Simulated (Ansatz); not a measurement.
CaZn₂P₂ (P-3m1), PBEsol, rigid bands in Ansatz (a quantum-chemistry and plane-wave program): N_v = 1.42e19 cm⁻³ at 300 K and a hole conductivity mass of 0.304 mₑ along y (a = (3.98, 0.00, 0.00) Å; b = (-1.99, 3.45, 0.00) Å; c = (0.00, 0.00, 6.73) Å).

### Question
For 1e16 holes per cm³ at 300 K, place the Fermi level, estimate the Seebeck coefficient of a parabolic band with constant τ, and give mobility and conductivity for τ = 5 fs.

### Answer
The level lies k_BT ln(N_v/p) = 0.188 eV above the valence-band maximum. S ≈ +(k_B/e)[ln(N_v/p) + 5/2] = 841 μV/K, against 852 μV/K from the full bands (mean over directions). μ = eτ/m = 28.9 cm²/(V·s) and σ = peμ = 0.0463 S/cm. τ is assumed, not computed.

Band transport and this doping are assumed; polarons and phonon drag are left out. Spin-orbit coupling is left out; where it splits the top of the valence band, N_v and the p-type Seebeck coefficient come out somewhat high without it.

Formula and space group known from diffraction (Crystallography Open Database), not checked to be the room-temperature form: CaZn2P2 (P-3m1).
